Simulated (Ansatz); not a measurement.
# Bi2Se3, carrier doping

Base system: Bi2Se3 (space group R-3m, No. 166; a = 4.145 Å, c = 29.266 Å (hexagonal axes)).

Carriers are added at fixed cell with a uniform background; the Fermi–Dirac width is that of 300 K.

Computed with r2SCAN+rVV10/PAW in Ansatz (a program for electronic structure), scalar-relativistic without spin-orbit coupling.

Notes on the quantities. Fermi level from band edge: Fermi level relative to the doped band's edge (positive inside the band; to 0.05 eV).

```json
[
 {"variant": "undoped", "Fermi level from band edge": "–", "gap between the host's bands": "0.60 eV", "largest internal atomic displacement": "–"},
 {"variant": "electrons 5.0×10^21 cm⁻³", "Fermi level from band edge": "+1.05 eV", "gap between the host's bands": "0.58 eV", "largest internal atomic displacement": "0.012 Å"},
 {"variant": "electrons 1.0×10^22 cm⁻³", "Fermi level from band edge": "+1.15 eV", "gap between the host's bands": "0.39 eV", "largest internal atomic displacement": "0.105 Å"},
 {"variant": "holes 2.0×10^21 cm⁻³", "Fermi level from band edge": "+0.45 eV", "gap between the host's bands": "0.66 eV", "largest internal atomic displacement": "0.016 Å"},
 {"variant": "holes 1.0×10^22 cm⁻³", "Fermi level from band edge": "+0.75 eV", "gap between the host's bands": "0.83 eV", "largest internal atomic displacement": "0.045 Å"}
]
```

Charged cell with a jellium background: band edges are those of the host's band count, energies are not comparable with the neutral cell, and many-body gap narrowing is missing. Spin-orbit coupling, missing from the scalar runs, can matter with Bi. No phonon test of stability was made.
